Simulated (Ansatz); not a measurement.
The structure below was relaxed with PBE in Ansatz (plane waves to 420 eV, PAW, no spin-orbit coupling), at pressure 0.9 GPa.

```
HfN
1.0
    0.00000     2.27141     2.27141
    2.27141     0.00000     2.27141
    2.27141     2.27141     0.00000
Hf N
1 1
Direct
  0.00000   0.00000   0.00000
  0.50000   0.50000   0.50000
```

Find the space group and the Wyckoff positions.

Space group Fm-3m (No. 225); a = b = c = 4.5428 Å, α = β = γ = 90.00°

```json
[
 {"atom": "Hf", "site": "4a", "symmetry": "m-3m", "x": "0.0000", "y": "0.0000", "z": "0.0000"},
 {"atom": "N", "site": "4b", "symmetry": "m-3m", "x": "0.5000", "y": "0.5000", "z": "0.5000"}
]
```

Describe the coordination.

The crystal has 8 atoms in its conventional cell. Conventional cell: a = 4.543 Å, b = 4.543 Å, c = 4.543 Å, α = 90.00°, β = 90.00°, γ = 90.00°. Hf is surrounded by 6 N at 2.271 Å (octahedral). N has 6 Hf at 2.271 Å (octahedral). (Neighbours: up to the widest gap in distance over summed covalent radii, below 1.35, at either atom; cation-cation and far metal-metal contacts left out.)

Load acts through the strain it causes; cell and atoms are relaxed under it. Stability against distortions was not tested. The final runs are not spin-polarised. The cell was made from HfN in the rock salt structure (space group Fm-3m, No. 225) by this change: pressure 0.9 GPa.

Ansatz is a program for electronic structure.
